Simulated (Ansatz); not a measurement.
Thickness series in hypothetical CdI2 type SiO2

The parent structure is SiO2 in the CdI2 type structure (space group P-3m1, No. 164; a = 2.670 Å, c = 4.542 Å; a hypothetical phase, not in the database extracts checked; layered, stacked along the Cartesian z axis).

Free-standing slabs (3 atom(s) a layer) normal to the stacking axis with 15 Å of vacuum; in-plane cell relaxed.

Method: DFT with r2SCAN+rVV10, PAW potentials and a 500 eV plane-wave cutoff in Ansatz (an electronic-structure program), scalar-relativistic without spin-orbit coupling.

Notes on the quantities. excess energy per area of both faces: slab less bulk energy over the cell's area: twice a surface energy; uncertain by up to 0.03 J/m²; electron mass: in plane.

```json
[
 {"change": "base", "gap character": "–", "band gap": "7.21 eV", "excess energy per area of both faces": "–", "electron mass": "–"},
 {"change": "1 layer", "gap character": "indirect, k = (0.143, 0.286, 0) in the run's primitive reciprocal basis → Γ", "band gap": "(withheld)", "excess energy per area of both faces": "0.30 J/m²", "electron mass": "0.42 mₑ (at Γ)"},
 {"change": "2 layers", "gap character": "indirect, K–Γ (62 % along) → Γ", "band gap": "7.58 eV", "excess energy per area of both faces": "(withheld)", "electron mass": "(withheld)"},
 {"change": "3 layers", "gap character": "indirect, K–Γ (64 % along) → Γ", "band gap": "7.43 eV", "excess energy per area of both faces": "0.34 J/m²", "electron mass": "0.39 mₑ (at Γ)"},
 {"change": "4 layers", "gap character": "indirect, k = (0.071, 0.214, 0) in the run's primitive reciprocal basis → Γ", "band gap": "7.36 eV", "excess energy per area of both faces": "0.34 J/m²", "electron mass": "0.39 mₑ (at Γ)"}
]
```

Q: What belongs in the blanks?

A: 
- 1 layer, band gap: 7.92 eV
- 2 layers, excess energy per area of both faces: 0.33 J/m²
- 2 layers, electron mass: 0.40 mₑ (at Γ)

The excess energy carries the mismatch between the slab's and the bulk's meshes. Effective masses come from finite differences of ±0.01 Å⁻¹. Whether these cells are dynamically stable was not tested.
